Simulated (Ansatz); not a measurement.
Base system: Mg2Sn (space group Fm-3m, No. 225; a = 6.747 Å; relaxed with 0.1 eV smearing). Axes: x, y, z lie along the cube axes.

Computed with PBEsol in Ansatz (plane waves to 420 eV, PAW, no SOC).

Modification: an isotropic linear strain of −3.00 %; the atoms relax in the strained cell.

**Question.** Predict the stress tensor and what it implies for the stiffness.

**Answer.** Stress of the strained cell less that of the base (GPa, compression positive):
```
    4.8     0.0     0.0
    0.0     4.8     0.0
    0.0     0.0     4.8
```

Then B = −ΔP/(ΔV/V₀) with ΔV/V₀ = -0.0873 gives secant stiffness values (nonlinear terms included at this strain): B ≈ 55 GPa.

As a check, the harmonic strain energy −½ V₀ Δσ:ε is 35 meV/atom; the computed energy rise is 31 meV/atom.

No phonon test of stability was made.

Ansatz is a first-principles code.
